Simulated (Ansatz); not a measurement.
Ansatz (a quantum-chemistry and plane-wave program), DFT, PBE, plane waves, its default PAW files: fcc Cu, atoms displaced (Cu32), 32 atoms. Basis and mesh were picked for this test and aren't claimed converged.

- cell: 7.23, 7.23, 7.23 Å; 90, 90, 90°
- distance to the nearest atom: 2.44 to 2.54 Å
- task: single point
- k mesh: 3×3×3
- hamiltonian.xc: pbe
- kind of files: paw
- scf.occupations.method: fermi_dirac
- scf.occupations.width: 0.1 eV
- output.forces: true
- memory maximum (--max-ram): 200GiB
- accuracy: medium (default)
- basis.precision: auto (default)
- basis.xc_grid: 2 (default)
- scf.eigensolver.kind: auto (default)
- scf.mixing.algorithm: auto (default)
- scf.mixing.preconditioner: auto (default)
- scf.convergence.dr2_threshold: 3.77933e-07 (default)
- scf.lower_state_search: light (default)
- k-points after symmetry: 14
- bands at the start: 336
- electrons: 608
- plane waves at Γ: 7249
- cutoff (eV): 420
- FFT grid: 50×50×50
- symmetry operations: 1

Machine: one whole node, AMD EPYC (Zen 5), 96 cores on 1 socket, no SMT, 12 L3 cache groups.

Each time is the median wall time of two to five repeats, run one at a time on the otherwise empty machine; start-up is included. Unless noted, each process is bound to its own block of adjacent cores. The build: release build for x86-64 with AVX-512, one process with threads; another build can shift the numbers. Scratch files lie in a memory file system. The time of a restarted run leaves out the earlier run that it starts from.

Started as
```bash
OMP_NUM_THREADS=32 ANSATZ_TIMINGS=1 ansatz run --backend cpu --threads 32 --max-ram 200GiB --events-out run.ndjson --runs-dir run.runs --progress --plain run.yaml
```
(32 threads, checkpoint.read = not set, earlier_run = none (default)) it takes 4.1 s and 6 SCF iterations.

Problem. Estimate the wall time with checkpoint.read = first.ck, earlier_run = first_atom_moved_ang=0.3 orbitals_saved=false.

Solution. About 6.2 s (3 runs within 1 %): 1.5× as long. The largest move is in band solves (diag): 3.4 s to 5.3 s. The band solves carry the change: the iterations make 67017 against 113011 applications of H to a band, at 0.051 against 0.047 ms of diag time each. What the program resolved moves too: residual threshold (eV) from 3.77933e-07 to 1e-07. SCF iterations go from 6 to 11; applications of H to a band go from 67587 to 113581. Change in the result: energy under 0.001 meV/atom, forces (largest component) 0.026 meV/Å.

Keys are those of Ansatz 0.2.
